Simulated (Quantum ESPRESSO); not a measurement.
# Short convergence ladders for AlRh (P4mm, 2 atoms in the cell)

```
CELL_PARAMETERS angstrom
      2.99221     0.00000     0.00000
      0.00000     2.99221     0.00000
      0.00000     0.00000     2.99221
ATOMIC_POSITIONS crystal
  Al 0.00000 0.00000 0.01671
  Rh 0.50000 0.50000 0.50000
```

Base method: LDA (PZ), PSlibrary ultrasoft (LDA, semicore) pseudopotentials (plane waves; Quantum ESPRESSO 7.5).

Base settings: ecutwfc = 60 Ry; ecutrho = 420 Ry; occupations = smearing; smearing = gaussian; degauss = 0.0073499 Ry; potentials = {Al: Al.pz-n-rrkjus_psl.1.0.0.UPF, Rh: Rh.pz-spn-rrkjus_psl.1.0.0.UPF}; K_POINTS = automatic 7 7 7 0 0 0; conv_thr = 1e-09 Ry.

The count of work is k-points × plane waves × bands × iterations; it is no time. Core times come from one kind of shared machine, to one figure; runs under 30 s give none.

**Shifted k-point meshes**

Only quantities that move along the ladder and can be compared are tabulated.

```tsv
K_POINTS	free energy less the last step's (meV/atom)	pressure (GPa)	largest difference of a force vector from the last step's (eV/Å)	count of work / last	core time / last (rough)
automatic 2 2 2 1 1 1	-965.16	-27.23	0.042	0.0015	–
automatic 4 4 4 1 1 1	-52.23	-10.59	0.015	0.0082	–
automatic 6 6 6 1 1 1	-7.24	-9.41	0.001	0.028	–
automatic 8 8 8 1 1 1	-1.66	-9.12	0.000	0.055	–
automatic 10 10 10 1 1 1	2.58	-9.23	0.000	0.10	0.1
automatic 13 13 13 1 1 1	-0.35	-9.18	0.000	0.27	0.4
automatic 21 21 21 1 1 1	0.00	-9.20	0.000	1.0	1
```

Coarsest K_POINTS that holds the pressure within 0.5 GPa of the last step, with all finer ones: automatic 6 6 6 1 1 1, at 0.028 of the last step's count of work; the step before is off by 1.4 GPa.

Coarsest K_POINTS that holds the forces within 0.005 eV/Å of the last step, with all finer ones: automatic 6 6 6 1 1 1, at 0.028 of the last step's count of work; the step before is off by 0.015 eV/Å.

Coarsest K_POINTS that holds the free energy within 5 meV/atom of the last step, with all finer ones: automatic 8 8 8 1 1 1, at 0.055 of the last step's count of work; the step before is off by 7.2 meV/atom.

**The width of Fermi-Dirac smearing**

In this ladder: smearing = fermi-dirac; K_POINTS = automatic 12 12 12 0 0 0.

Narrow widths need finer meshes than wide ones, so the last steps can hold mesh noise.

Only quantities that move along the ladder and can be compared are tabulated; pressure and forces are left out, as mesh noise rules them at narrow widths.

| degauss | free energy less the last step's (meV/atom) | energy extrapolated to zero width less the last step's (meV/atom) |
|---|---|---|
| 0.073499 Ry | -694.81 | 92.54 |
| 0.036749 Ry | -135.02 | 21.64 |
| 0.02205 Ry | -40.54 | 1.71 |
| 0.0147 Ry | -15.06 | -0.18 |
| 0.0073499 Ry | 0.00 | 0.00 |

Widest degauss that holds the energy extrapolated to zero width within 2 meV/atom of the last step, with all finer ones: 0.02205 Ry; the step before is off by 22 meV/atom.

Widest degauss that holds the free energy within 5 meV/atom: not settled: the last two steps still differ by 15 meV/atom, over half the tolerance, so the ladder does not show it.

The extrapolation to zero width removes most of the smearing's effect on the energy.

**The number of bands**

The mesh stays at the base's, so the ladder's end is converged at best in this setting alone.

Only quantities that move along the ladder and can be compared are tabulated.

```csv
nbnd,free energy less the last step's (meV/atom),count of work / last
10,33.95,0.33
11,0.00,0.29
12,0.00,0.32
13,0.00,0.31
14,0.00,0.33
20,0.00,0.48
42,0.00,1.0
```

Coarsest nbnd that holds the free energy within 5 meV/atom of the last step, with all finer ones: 11, at 0.29 of the last step's count of work; the step before is off by 34 meV/atom.

On the base run: the starting cell comes from a database of computed structures (which also holds hypothetical and non-ambient phases and stackings), without a prior relaxation at this level. Its lattice was rescaled by up to half a per cent. One atom was moved a little off its site on purpose. Spin polarisation is off. In the base run, with a pressure of about -9 GPa the cell is away from its equilibrium volume at this level.

Left out of this page: 2 runs of the series outside the window shown, repeating another row's setting, or not comparable.
